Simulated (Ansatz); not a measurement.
**Several settings converged on CaAg2Ge2 (I4/mmm, 5 atoms in the cell)**

```
CELL_PARAMETERS angstrom
     -2.14959     2.14959     5.42914
      2.14959    -2.14959     5.42914
      2.14959     2.14959    -5.42914
ATOMIC_POSITIONS crystal
  Ca 0.00000 0.00000 0.00000
  Ag 0.25000 0.75000 0.50000
  Ag 0.75000 0.25000 0.50000
  Ge 0.39031 0.39031 0.00000
  Ge 0.60969 0.60969 0.00000
```

Base method: LDA (PW92), default PAW files made with PBE (plane waves; Ansatz, a quantum-chemistry and plane-wave program).

Base settings: basis.ecutwfc = 420 eV; kpoints.mp_grid.grid = 8 8 8; hamiltonian.xc = lda; hamiltonian.pseudopotentials = {kind: paw} (the program's default PAW files); scf.occupations.method = gaussian; scf.occupations.width = 0.1 eV.

Core times come from one kind of shared machine, to one figure; runs under 30 s give none.

**Zone-centre phonons against the cutoff**

In this ladder: phonons.method = dfpt.

The mesh stays at the base's, so the ladder's end is converged at best in this setting alone.

Frequencies are those of the unrelaxed cell, without the LO-TO term of polar crystals.

Only quantities that move along the ladder and can be compared are tabulated.

```tsv
basis.ecutwfc	highest zone-centre frequency (cm⁻¹)	lowest optical frequency (cm⁻¹)	core time / last (rough)
210 eV	272.2	27.6	0.4
295 eV	263.6	55.9	0.6
355 eV	262.6	58.2	0.8
420 eV	262.7	58.6	1
```

Coarsest basis.ecutwfc that holds the lowest optical frequency within 5 cm⁻¹ of the last step, with all finer ones: 295 eV; the step before is off by 31 cm⁻¹.

Coarsest basis.ecutwfc that holds the highest zone-centre frequency within 2 cm⁻¹ of the last step, with all finer ones: 295 eV; the step before is off by 9.5 cm⁻¹.

**The force threshold of a relaxation**

On CaAg2Ge2 (I4mm, 5 atoms in the cell): one atom moved by 0.15 angstrom.

In this ladder: relax = atoms.

The mesh stays at the base's, so the ladder's end is converged at best in this setting alone.

Only quantities that move along the ladder and can be compared are tabulated.

| relax.f_tol | free energy less the last step's (meV/atom) | largest force left (eV/Å) | relaxation steps | core time / last (rough) |
|---|---|---|---|---|
| 0.2 eV/Å | 0.63 | 0.1224 | 2 | 0.4 |
| 0.05 eV/Å | 0.00 | 0.0037 | 3 | 0.6 |
| 0.02 eV/Å | 0.00 | 0.0037 | 4 | 0.7 |
| 0.001 eV/Å | 0.00 | 0.0003 | 5 | 1 |

Coarsest relax.f_tol that holds the largest force left within 0.02 eV/Å of the last step, with all finer ones: 0.05 eV/Å; the step before is off by 0.12 eV/Å.

Coarsest relax.f_tol that holds the free energy within 0.2 meV/atom of the last step, with all finer ones: 0.05 eV/Å; the step before is off by 0.63 meV/atom.

On the base run: the starting cell comes from a database of computed structures (which also holds hypothetical and non-ambient phases and stackings), without a prior relaxation at this level. Its lattice was rescaled by up to half a per cent. In the base run, with a pressure of about -4 GPa the cell is away from its equilibrium volume at this level.

Keys are those of Ansatz 0.2.
